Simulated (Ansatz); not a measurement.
Base system: AlN in the wurtzite structure (space group P6_3mc, No. 186; a = 3.0888 Å, c = 4.9433 Å). Axes: x lies along a and z along c of the hexagonal cell.

Calculations: DFT with LDA, PAW potentials and a 420 eV plane-wave cutoff in Ansatz (a quantum-chemistry and plane-wave program), no spin-orbit coupling.

Base values:

The shortest interatomic distance is 1.876 Å.

It is then changed as follows: the cell is compressed by 3.00 % along x with no lateral relaxation; the atoms relax in the strained cell.

Problem. How does this affect the stress and shortest interatomic distance?

Solution. The stress (xx, yy, zz, yz, xz, xy; compression positive) is (12.75, 4.56, 3.52, 0.00, 0.00, 0.00) GPa; the shortest interatomic distance falls by 0.023 Å to 1.853 Å.

Stability against distortions was not tested.
